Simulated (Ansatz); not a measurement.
# Ta: stress against strain

Ta (bcc, Im-3m, 17.681 Å³/atom at rest, cube axes along x, y and z) under a strain ε along a cube axis (axis z), the other axes held. PBEsol in Ansatz, a plane-wave DFT program (PAW, default set), 420 eV, 28×28×28 Γ-centred mesh, Fermi-Dirac smearing 0.10 eV; ions are relaxed within the symmetry of each cell. Stress is positive for a compressed cell.

Here s stands for strain and y for stress zz.

| strain (%) | stress zz (GPa) |
|---|---|
| -1.50 | 4.44 |
| -1.00 | 2.92 |
| -0.50 | 1.44 |
| 0.00 | 0.00 |
| 0.50 | -1.40 |
| 1.00 | -2.75 |
| 1.50 | -4.06 |
| 3.00 | ? |

Fit y of the 7 rows that show it with a straight line. Means: s 0, y 0.084. About the means, the sum of products is -19.840 and the sum of squares of s is 7.0000; the slope is their ratio. Least squares gives y = 0.084 - 2.8343·s. Residuals (row less fit): 0.105, 0.002, -0.061, -0.084, -0.067, 0.000, 0.107; standard error 0.087 (degrees of freedom: 5). The slope gives the elastic constant C11 = 283 ± 3 GPa.

Predict the withheld y at s = 3.00 from the fit, and compare with the calculation.

y = 0.084 - 2.8343 × 3.0 = -8.419 GPa. The calculation gives -7.77 GPa, 0.649 GPa above the prediction (5.3 % of the range of y in the table). The row lies outside the fitted rows, so this is an extrapolation. From the scatter of the fitted rows alone, a prediction at this place has a standard error of 0.135 GPa, so the miss is 4.8 times that.

One order more, fitted to all 13 runs of the series, follows each within 0.01, so the miss is the next term of a smooth law. In a metal these values are sensitive to mesh and smearing; energies are taken to zero smearing, stresses follow the free energy. Rows are the converged runs of the series near zero and its far end; series whose fitted rows scatter by over a few per cent of the range, as at a crossing or softening among them, aren't shown in this form. Most that stay on the fit to the last digits aren't either.
